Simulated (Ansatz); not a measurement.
## HfB2: pressure series

Base system: HfB2 (space group P6/mmm, No. 191; a = 3.146 Å, c = 3.486 Å).

Cell and atoms are relaxed at each pressure.

Calculations: PBE, PAW, 420 eV (Ansatz, a quantum-chemistry and plane-wave program; without spin-orbit coupling).

Two rows of this table had their results exchanged by mistake.

```csv
pressure,volume per atom (Å³),shortest distance (Å),band gap
pressure −2 GPa,10.04,1.821,zero
pressure −1 GPa,10.00,1.818,zero
pressure 0.3 GPa,9.95,1.815,zero
pressure 0.7 GPa,9.93,1.815,zero
pressure 1.5 GPa,9.90,1.813,zero
pressure 3 GPa,9.84,1.810,zero
pressure 5 GPa,9.59,1.795,zero
pressure 7.5 GPa,9.68,1.800,zero
pressure 10 GPa,9.77,1.805,zero
```

Q: Which two?

A: The rows for pressure 5 GPa and pressure 10 GPa: the volume has to fall steadily with pressure, so 9.77 Å³ belongs to pressure 5 GPa and 9.59 Å³ to pressure 10 GPa.

Load acts through the strain it causes; cell and atoms are relaxed under it. No phonon test of stability was made. No other phases were tried under pressure. All final runs are without spin polarisation.
